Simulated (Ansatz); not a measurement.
rock-salt LiF (0 0 1) on 3C silicon carbide (0 0 1) (film strained to the substrate, faces as cut)

A periodic stack without vacuum, rock-salt LiF (0 0 1) on 3C silicon carbide (0 0 1) (film strained to the substrate, faces as cut): substrate slab C20Si24, film F30Li30, surface cells [[2, 0], [2, 2]] and [[-3, -1], [-1, -2]], film strained by -3.7 and -3.7 %, faces Si/Si and FLi/FLi as cut (like faces can put a slab off its formula).

The start was prepared with a machine-learned potential, and the result is one local minimum, with the in-plane cell held and forces under 0.04 eV/Å; the film can end far from its bulk form.

All values below come from PBE (plane waves to 420 eV, PAW; Ansatz, a quantum-chemistry and plane-wave program). Spin–orbit coupling is left out; PBE gaps are too small against experiment. Its k-point mesh 4×4×1, Fermi–Dirac width 0.05 eV.

The interface area is 38.4 Å² and the period is 29.32 Å. The gaps between the outermost planes at the two interfaces is 3.90 and 3.89 Å. The spin-polarised check at this geometry comes out as keeps a moment, energy -0.09 eV.

```xyz
104
Lattice="6.1943 0.0000 -0.0007 0.0000 6.1943 0.0001 0.7714 2.0663 29.3194" Properties=species:S:1:pos:R:3 pbc="T T T"
C      6.2102     1.5632     3.1279
C      3.1114     1.5633     3.1284
C      6.2066     4.6383     3.1276
C      3.1138     4.6384     3.1279
C      6.2129     1.5479     7.4948
C      3.1078     1.5477     7.4955
C      6.2128     4.6533     7.4948
C      3.1076     4.6531     7.4955
C      1.5634     6.1972     5.2906
C      4.6606     6.1986     5.2947
C      1.5634     3.0999     5.3201
C      4.6606     3.1020     5.3243
C      6.1978     1.5520    11.8619
C      3.1227     1.5523    11.8629
C      6.1975     4.6484    11.8616
C      3.1224     4.6473    11.8630
C      1.5630     6.1975     9.7008
C      4.6600     6.1972     9.6708
C      1.5626     3.1003     9.6958
C      4.6594     3.1001     9.6658
Si     6.2083     6.1983     4.1930
Si     3.1126     6.1983     4.1935
Si     6.2081     3.0990     4.2359
Si     3.1128     3.0991     4.2363
Si     4.6607     1.7615     2.0359
Si     1.5637     1.7304     2.0172
Si     4.6600     4.4547     2.0224
Si     1.5628     4.4201     2.0450
Si     6.2166     6.1976     8.5929
Si     3.1033     6.1974     8.5937
Si     6.2162     3.1006     8.5861
Si     3.1031     3.1004     8.5868
Si     4.6601     1.5448     6.4037
Si     1.5633     1.5436     6.3978
Si     4.6599     4.6579     6.4037
Si     1.5632     4.6568     6.3976
Si     6.0267     6.1972    12.9684
Si     3.3345     6.1969    12.9506
Si     6.0161     3.1005    12.9642
Si     3.3257     3.0997    12.9588
Si     4.6631     1.5526    10.7542
Si     1.5623     1.5527    10.7976
Si     4.6627     4.6476    10.7542
Si     1.5621     4.6479    10.7975
F      6.0741     2.8904    18.9986
F      3.6014     4.1301    18.9988
F      4.8374     6.6062    18.9976
F      2.3607     1.6507    19.0004
F      1.1202     5.3695    19.0006
F      5.4570     4.7480    16.8669
F      2.9808     5.9875    16.8739
F      4.2169     2.2699    16.8716
F      1.7416     3.5115    16.8941
F      0.5001     7.2280    16.8788
F      6.0766     2.8906    23.2079
F      3.5988     4.1294    23.2069
F      4.8377     6.6064    23.2074
F      2.3602     1.6514    23.2090
F      1.1212     5.3678    23.2079
F      5.4570     4.7486    21.1035
F      2.9797     5.9878    21.1033
F      4.2184     2.2708    21.1032
F      1.7405     3.5099    21.1022
F      6.6955     7.2263    21.1032
F      6.0781     2.8916    27.4271
F      3.5998     4.1287    27.4434
F      4.8365     6.6060    27.4385
F      2.3605     7.8436    27.4191
F      1.1206     5.3687    27.4423
F      5.4565     4.7496    25.3128
F      2.9801     5.9847    25.3125
F      4.2191     2.2712    25.3100
F      1.7413     3.5119    25.3125
F      6.6951     7.2246    25.3108
Li     5.4593     4.7491    18.9916
Li     2.9783     5.9884    18.9902
Li     4.2183     2.2700    18.9904
Li     1.7392     3.5110    18.9868
Li     0.5016     7.2256    18.9901
Li     6.0786     2.8924    16.9409
Li     3.5981     4.1268    16.9516
Li     4.8381     6.6063    16.9436
Li     2.3556     1.6526    16.9399
Li     1.1231     5.3696    16.9279
Li     5.4570     4.7485    23.2043
Li     2.9794     5.9872    23.2054
Li     4.2183     2.2709    23.2070
Li     1.7408     3.5099    23.2060
Li     6.6961     7.2262    23.2070
Li     6.0763     2.8900    21.1050
Li     3.5990     4.1291    21.1043
Li     4.8376     6.6070    21.1062
Li     2.3601     1.6516    21.1038
Li     1.1211     5.3684    21.1043
Li     5.4581     4.7488    27.3677
Li     2.9766     5.9868    27.3624
Li     4.2191     2.2692    27.3811
Li     1.7435     3.5062    27.3708
Li     6.6952     7.2305    27.3677
Li     6.0758     2.8906    25.3224
Li     3.5996     4.1275    25.3195
Li     4.8375     6.6074    25.3197
Li     2.3613     7.8463    25.3240
Li     1.1207     5.3675    25.3198
```
